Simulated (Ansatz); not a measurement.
Rh: pressure series

Start from Rh in the fcc (Cu type) structure (space group Fm-3m, No. 225).

```
Rh
1.0
    0.00000     1.91503     1.91503
    1.91503     0.00000     1.91503
    1.91503     1.91503     0.00000
Rh
1
Cartesian
  0.00000   0.00000   0.00000
```

Cell and atoms are relaxed at each pressure.

The values are results of Kohn–Sham DFT with the PBE functional, run in Ansatz (a first-principles code) with PAW and 420 eV plane waves, without spin-orbit coupling, not measurements.

Notes on the quantities. enthalpy: H = E + PV relative to the base's energy.

```csv
variant,enthalpy,density
base,–,12.17 g/cm³
pressure −2 GPa,-0.18 eV/atom,…
pressure −1 GPa,-0.09 eV/atom,12.12 g/cm³
pressure 0.9 GPa,+0.08 eV/atom,12.21 g/cm³
pressure 2.1 GPa,+0.18 eV/atom,12.26 g/cm³
pressure 4.5 GPa,+0.39 eV/atom,12.37 g/cm³
pressure 9 GPa,+0.78 eV/atom,12.56 g/cm³
pressure 15 GPa,+1.28 eV/atom,…
pressure 22.5 GPa,+1.90 eV/atom,13.08 g/cm³
pressure 30 GPa,+2.50 eV/atom,…
```

Some entries are withheld; estimate them.


- pressure −2 GPa, density: 12.07 g/cm³
- pressure 15 GPa, density: 12.80 g/cm³
- pressure 30 GPa, density: 13.34 g/cm³

Load acts through the strain it causes; cell and atoms are relaxed under it. Whether these cells are dynamically stable was not tested. No other phases were tried under pressure. The final runs are not spin-polarised.
